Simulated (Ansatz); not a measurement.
The reference is NaCl in the rock salt structure (space group Fm-3m, No. 225; a = 5.696 Å).

Structures relaxed with Ansatz (a first-principles code), PBE, PAW, cutoff 420 eV, spin-orbit coupling left out.

Base:

Simulated powder pattern, Cu Kα1, λ = 1.54056 Å (kinematic, ideal powder, no thermal factors, no anomalous dispersion; the 14 strongest lines at most, above 2 %, up to 2θ = 90°):

```csv
2θ (°),I/Imax (%),hkl
27.09,8.2,(111)
31.39,100,(200)
44.98,66,(220)
55.87,21,(222)
65.50,9.4,(400)
74.43,25,(420)
82.99,18,(422)
```

After one change:

Simulated powder pattern, Cu Kα1, λ = 1.54056 Å (kinematic, ideal powder, no thermal factors, no anomalous dispersion; the 14 strongest lines at most, above 2 %, up to 2θ = 90°):

```json
[
 {"2θ (°)": "28.03", "I/Imax (%)": "8.0"},
 {"2θ (°)": "32.48", "I/Imax (%)": "100"},
 {"2θ (°)": "46.60", "I/Imax (%)": "65"},
 {"2θ (°)": "57.95", "I/Imax (%)": "21"},
 {"2θ (°)": "68.03", "I/Imax (%)": "9.2"},
 {"2θ (°)": "77.42", "I/Imax (%)": "25"},
 {"2θ (°)": "86.49", "I/Imax (%)": "18"}
]
```

### Question
Name the change that was made.
A. pressure 0.7 GPa
B. pressure 3 GPa
C. pressure 0.3 GPa
D. pressure −1 GPa

### Answer
B, pressure 3 GPa. Its volume per atom is 20.89 Å³ against 23.09 Å³, and its space group is Fm-3m (No. 225).

Load acts through the strain it causes; cell and atoms are relaxed under it. Whether these cells are dynamically stable was not tested.
